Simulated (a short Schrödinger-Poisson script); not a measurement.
From a short Schrödinger-Poisson script (our own, NumPy): one-band effective-mass equation with BenDaniel-Duke matching, electrons, heavy and light holes apart, hard walls at the outer ends, one valence edge for both holes (no strain splitting), no charge, excitons, band mixing or non-parabolicity; under a field the levels are quasi-bound states of a box, listed while three quarters of their weight lies within 4 nm of the wells.

Stack: single In0.15Ga0.85N/GaN quantum well.

From the first side: 12 nm GaN; 5 nm In0.15Ga0.85N, built-in field 2100 kV/cm; 12 nm GaN.

Constants are typed, rounded textbook-type inputs, not results; the design itself was drawn at random and stands for no fabricated device. In0.15Ga0.85N: direct gap (eV) 2.847, conduction-band edge (eV) 0, electron mass (mₑ) 0.1805, heavy-hole mass 1.7, light-hole mass 0.3. GaN: direct gap (eV) 3.43, conduction-band edge (eV) 0.408, electron mass (mₑ) 0.2, heavy-hole mass 1.9, light-hole mass 0.33.

The valence-band edge of each layer lies one gap below its conduction-band edge. The electron's potential energy rises along the stack by the applied field and, inside the well alone, by the built-in field (unscreened; none in the barriers). Mesh 0.03 nm at interfaces.

Question: Give the squared e1-hh1 overlap at zero applied field; the e1-hh1 transition at zero applied field (eV).

Answer: squared e1-hh1 overlap at zero applied field: 0.0002; e1-hh1 transition at zero applied field (eV): 2.252. Excitons, screening of the built-in field, fields in the barriers and alloy fluctuations are left out, and strain enters only through the typed gaps and offsets, so measured lines lie elsewhere.
